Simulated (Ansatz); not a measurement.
**Zr under a change: biaxial strain −2.50 %, plane normal [001], relaxed out of plane**

Consider Zr in the hcp (Mg type) structure (space group P6_3/mmc, No. 194; a = 3.2443 Å, c = 5.1580 Å; relaxed with 0.1 eV smearing). Axes: x lies along a and z along c of the hexagonal cell.

Modification: compressive biaxial strain of 2.50 % in the plane normal to [001], as in epitaxy on a mismatched substrate; the out-of-plane cell vector and the atoms relax.

Level of theory: r2SCAN (Ansatz, an electronic-structure program; PAW; 500 eV plane waves; scalar-relativistic without spin-orbit coupling). Settings: 20×20×11 k-points, 0.1 eV Fermi–Dirac smearing.

- Volume per atom: 22.81 Å³ (base 23.51 Å³)
- Pressure (mean of the normal stresses, compression positive): 2.9 GPa (base 0.0 GPa)
- Band gap: zero (base zero)
- Out-of-plane strain: +2.05 %
- Ratio −ε⊥/ε∥: 0.82

Stability against distortions was not tested. The final runs are not spin-polarised.
